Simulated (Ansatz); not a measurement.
GaP (F-43m) under hydrostatic pressure: hole conductivity mass by PBEsol with spin-orbit coupling, rigid bands (plane waves, PAW; Ansatz, a first-principles code). The unloaded cell, whose axes the loads refer to:

GaP has the cubic space group F-43m (No. 216), the zinc blende structure, Pearson symbol cF8. Cell: a = b = c = 5.4384 Å, α = β = γ = 90.00°. Ga on 4a is surrounded by 4 P at 2.355 Å (tetrahedral). P on 4d has 4 Ga at 2.355 Å (tetrahedral). (Neighbours: up to the widest gap in distance over summed covalent radii, below 1.35, at either atom; cation-cation and far metal-metal contacts left out.)
(The calculation used a cell of 2 atoms; values per cell refer to that cell.)

| hydrostatic pressure (GPa) | volume per atom (Å³) | hole conductivity mass (mₑ) |
|---|---|---|
| -2 | 20.61 | 0.489 |
| 0 | 20.11 | ? |
| 2 | 19.66 | 0.468 |
| 5 | 19.08 | 0.454 |
| 10 | 18.28 | 0.437 |

Task: Fit a straight line to ln(hole conductivity mass) against the load over the rows given, and predict the row at 0 GPa.

Result: The means are x̄ = 3.750 GPa and ȳ = -0.7730; Σ(x − x̄)(y − ȳ) = -0.7187 and Σ(x − x̄)² = 76.75, so the slope is -0.936 % per GPa, and the rows given lie within 0.49 % of the line. At 0 GPa the line gives 0.478 mₑ; the calculation gives 0.478 mₑ, 0.022 % from it.

Masses are for dilute carriers at 300 K, harmonic means over directions unless an axis is named. Stresses and pressures are the targets of the relaxation. The structure type is held at every load. Geometry: cell and atoms relaxed with PBEsol.
